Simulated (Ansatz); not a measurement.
SiO2 under a change: biaxial strain −1.50 %, plane normal [001], relaxed out of plane

Take SiO$_{2}$ (space group P3_221, No. 154; a = 5.022 Å, c = 5.510 Å) as the base. Axes: x lies along a and z along c of the hexagonal cell.

Modification: compressive biaxial strain of 1.50 % in the plane normal to [001], as in epitaxy on a mismatched substrate; the out-of-plane cell vector and the atoms relax.

Computed with DFT with PBE, PAW potentials and a 420 eV plane-wave cutoff in Ansatz (a first-principles code), no SOC. k-mesh 8×8×6 (Γ-centred); smearing 0.05 eV (Fermi–Dirac).

| quantity | base | changed | shift |
|---|---|---|---|
| shortest interatomic distance | 1.626 Å | 1.625 Å | -0.001 Å |
| pressure (mean of the normal stresses, compression positive) | 0.00 GPa | 0.85 GPa | +0.85 GPa |
| band gap | 5.68 eV | 5.75 eV | +0.07 eV |
| gap character | indirect, K → Γ | indirect, K → Γ | – |
| width of the top valence band | 0.57 eV | 0.54 eV | -0.03 eV |
| out-of-plane strain | – | +0.33 % | – |
| ratio −ε⊥/ε∥ | – | 0.22 | – |
| mean in-plane stress (compression positive) | – | +1.3 GPa | – |

Final structure (turned so that z lies along the plane normal):

```yaml
crystal:
  lattice:
    - [4.94678, 0.00000, 0.00000]
    - [2.47339, 4.28404, 0.00000]
    - [0.00000, 0.00000, 5.52838]
  atoms:
    - { symbol: Si, position: [0.47178, 0.00000, 0.00000] }
    - { symbol: Si, position: [0.52822, 0.47178, 0.66667] }
    - { symbol: Si, position: [0.00000, 0.52822, 0.33333] }
    - { symbol: O, position: [0.41228, 0.73516, 0.87857] }
    - { symbol: O, position: [0.85256, 0.41228, 0.54524] }
    - { symbol: O, position: [0.14744, 0.26484, 0.12143] }
    - { symbol: O, position: [0.58772, 0.14744, 0.78809] }
    - { symbol: O, position: [0.26484, 0.58772, 0.45476] }
    - { symbol: O, position: [0.73516, 0.85256, 0.21191] }
```

Cost of the whole job for the changed cell (relaxation, final SCF and bands): roughly 2.8 core-minutes.

Stability against distortions was not tested.
